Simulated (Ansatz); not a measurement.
The starting structures come from a database of crystals and need not be the phases stable at ambient conditions.

Tunnelling through a barrier is set by its complex band structure: the current falls as exp(−2κd) with the smallest κ.

Data:

```
Y2CI2
1.0
    3.82748     0.00000     0.00000
   -1.91374     3.31470     0.00000
    0.00000     0.00000    10.37649
Y C I
2 1 2
Direct
  0.33333   0.66667   0.12583
  0.66667   0.33333   0.87417
  0.00000   0.00000   0.00000
  0.33333   0.66667   0.66643
  0.66667   0.33333   0.33357
```

Space group of this cell: P-3m1. The cell was relaxed by PBE-D3(BJ); by r2SCAN its mean pressure is 2.2 GPa.

Transport runs along the normal of the first two printed cell vectors, the (001) plane of the conventional cell.

The gap is the functional's own. No spin-orbit coupling. Mid-gap values are interpolated on the energy grid.

Q: Predict the band gap and the smallest decay constant κ at mid-gap from r2SCAN in Ansatz (an electronic-structure program).

A: Gap 0.72 eV on a 12×12×4 mesh; κ = 0.217 1/Å, at the zone centre.
